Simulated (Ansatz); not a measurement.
Base system: Zr in the hcp (Mg type) structure (space group P6_3/mmc, No. 194; a = 3.244 Å, c = 5.158 Å; relaxed with 0.1 eV smearing).

Level of theory: plane-wave PAW DFT at the r2SCAN level (Ansatz, an electronic-structure program, 500 eV), without spin-orbit coupling.

Before the change:

- Pressure: 0.0 GPa
- Band gap: zero

It is then changed as follows: every lattice vector is shortened by 0.50 %, atoms relaxed at fixed cell.

**Question.** How does this affect the energy relative to the base, pressure and band gap?

**Answer.** The energy goes up by 1.6 meV/atom; the pressure (mean of the normal stresses, compression positive) goes from zero to 1.5 GPa; the band gap stays zero.

The cells carry an imposed strain or load. Whether these cells are dynamically stable was not tested. All final runs are without spin polarisation.
